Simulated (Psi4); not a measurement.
Psi4 1.11, CCSD(T)/cc-pvdz, cc_type conv, scf_type pk, freeze_core True: thiourea (NC(N)=S), 8 atoms. The geometry is a generated start, not checked to be a minimum at this level.

```python
memory 32 GB

molecule mol {
0 1
N      1.00900000    -0.49810000    -0.37540000
C      0.10700000     0.42460000     0.03780000
N     -1.13870000    -0.02270000     0.33090000
S      0.49960000     2.01700000     0.17360000
H      0.84710000    -1.48020000    -0.21470000
H      1.96740000    -0.19560000    -0.42950000
H     -1.44640000    -0.92570000     0.00590000
H     -1.84500000     0.68070000     0.47150000
}

set {
  basis cc-pvdz
  cc_type conv
  scf_type pk
  freeze_core true
  qc_module ccenergy
}

energy('ccsd(t)')
print_variables()
```

```bash
OMP_NUM_THREADS=32 psi4 -n 32 -o stdout input.dat
```

The program reports basis functions: 80.

It runs on a single node (AMD EPYC (Zen 5), 96 cores on 1 socket, no SMT, 12 L3 cache groups).

On 32 threads this takes 9.4 s. Each time is the median wall time of two to five repeats, run one at a time on the otherwise empty machine; start-up is included. Unless noted, each process is bound to its own block of adjacent cores. The times hold for this build (conda-forge: OpenMP (LLVM), MKL, Libint2). Scratch files lie in a memory file system.

Task: What should be changed to get the same answer (within 1.0 meV/atom in energy) sooner? Keep to 32 cores.

Result: This is not unique; one that fits is going from cc_type = conv, scf_type = pk, qc_module = ccenergy to cc_type = df, scf_type = df, qc_module = not set, one of the fastest of the measured ones that keep the result.

```diff
-  cc_type conv
-  scf_type pk
+  cc_type df
+  scf_type df
-  qc_module ccenergy
```

Time: 9.4 s to 3.6 s (2.6× as fast). The largest move is in start, exit and steps without a timer: 3.9 s to 1.4 s. What the program resolved moves too: JK builder from DiskJK to DiskDFJK. These two results differ by: energy 0.90 meV/atom. Others tried: cc_type = df, scf_type = df, qc_module = occ (3.6 s); cc_type = cd, scf_type = cd, qc_module = not set (5.0 s); cc_type = conv, scf_type = pk, qc_module = fnocc (7.9 s). Launch, exit and the like take 1.4 s of the 3.6 s.
